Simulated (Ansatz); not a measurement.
Here is the system:

```
MoTe2
1.0
    3.53704     0.00000     0.00000
    1.76852     3.06317     0.00000
    0.00000     0.00000    13.13385
Te Mo
4 2
Cartesian
  3.53704   2.04211   5.05922
  1.76852   1.02106  11.62615
  1.76852   1.02106   8.07462
  3.53704   2.04211   1.50770
  3.53704   2.04211   9.85039
  1.76852   1.02106   3.28346
```

No spin polarisation.

Calculations: PBEsol-D3(BJ) (Ansatz, a first-principles code; PAW; 420 eV plane waves; no spin-orbit coupling). Γ-centred 11×11×3 mesh, Fermi–Dirac width 0.05 eV.

**Question.** Predict the in-plane stress and space group.

**Answer.** 
- Mean in-plane stress (compression positive) = -4.7 GPa
- Space group = P6_3/mmc (No. 194)

The cells carry an imposed strain or load. Whether these cells are dynamically stable was not tested. The cell was made from MoTe₂ (space group P6_3/mmc, No. 194; layered, stacked along the Cartesian z axis) by this change: biaxial strain +3.00 %, plane normal [001], relaxed out of plane.
